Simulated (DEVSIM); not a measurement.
Structure: Mo/Al2O3/SiO2/p-Si capacitor, at 300 K.

```tsv
layer (left to right)	material	thickness (nm)	Na (cm⁻³)
1	Al2O3	23.0	-
2	SiO2	0.570	-
3	Si	8000	5.1e15
```

Metal gate on the left, work function 4.6 eV. Fixed charge at the semiconductor interface -3.8e10 cm⁻² (in units of +e); no interface traps.

Constants are typed, rounded textbook-type inputs, not results; the design itself was drawn at random and stands for no fabricated device. Values at 300 K; Nc and Nv go as T^1.5, mobilities as T to minus their exponent, the gap by Varshni's rule with the affinity fixed.

```csv
parameter,Al2O3,SiO2,Si
gap (eV),6.8,9,1.124
affinity (eV),1.35,0.9,4.05
permittivity,9,3.9,11.7
Nc (cm⁻³),-,-,2.86e19
Nv (cm⁻³),-,-,3.1e19
Varshni α (eV/K),-,-,0.000473
Varshni β (K),-,-,636
```

DEVSIM, 1D Poisson equation in equilibrium, Boltzmann statistics, complete ionisation; no quantum confinement or tunnelling. Metal contacts follow the ideal Schottky-Mott rule: no Fermi-level pinning, no interface dipoles.

Base results: capacitance of the dielectric stack (μF/cm²) 0.328; flat-band voltage (V) -0.33; threshold voltage (band bending 2φF) (V) 0.45; minimum of the low-frequency capacitance (μF/cm²) 0.0265.

Problem. What follows from this one change: temperature 300 → 250 K?

Solution. capacitance of the dielectric stack little changed (0.328 μF/cm²); flat-band voltage -0.33 → -0.39 V; threshold voltage (band bending 2φF) 0.45 → 0.50 V; minimum of the low-frequency capacitance 0.0265 → 0.0238 μF/cm².

Problem. What follows from this one change: fixed charge -3.8e+10 → 7.42e+11 cm^-2?

Solution. capacitance of the dielectric stack little changed (0.328 μF/cm²); flat-band voltage -0.33 → -0.71 V; threshold voltage (band bending 2φF) 0.45 → 0.07 V; minimum of the low-frequency capacitance little changed (0.0268 μF/cm²).
